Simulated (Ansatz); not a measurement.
**Effect of isotropic strain +0.50 % on MgO**

Base system: MgO in the rock salt structure (space group Fm-3m, No. 225; a = 4.1592 Å).

The change: the cell is scaled by 1.0050 in all directions, atoms relaxed at fixed cell.

Method: LDA, PAW, 420 eV (Ansatz, a quantum-chemistry and plane-wave program; without spin-orbit coupling). k-mesh 14×14×14 (Γ-centred); smearing 0.05 eV (Fermi–Dirac).

- Volume per atom: 9.13 Å³ (base 8.99 Å³)
- Space group: Fm-3m (No. 225) (base Fm-3m (No. 225))
- Energy relative to the base (free energy F): +1.1 meV/atom
- Band gap: 4.88 eV (base 5.03 eV)
- Gap character: direct at Γ (base direct at Γ)
- Width of the top valence band: 1.85 eV (base 1.87 eV)
- Electron mass: 0.36 mₑ (at Γ) (base 0.36 mₑ (at Γ))

Cost of the whole job for the changed cell (relaxation, final SCF and bands): roughly 7 core-seconds.

Effective masses come from finite differences of ±0.01 Å⁻¹. No phonon test of stability was made.
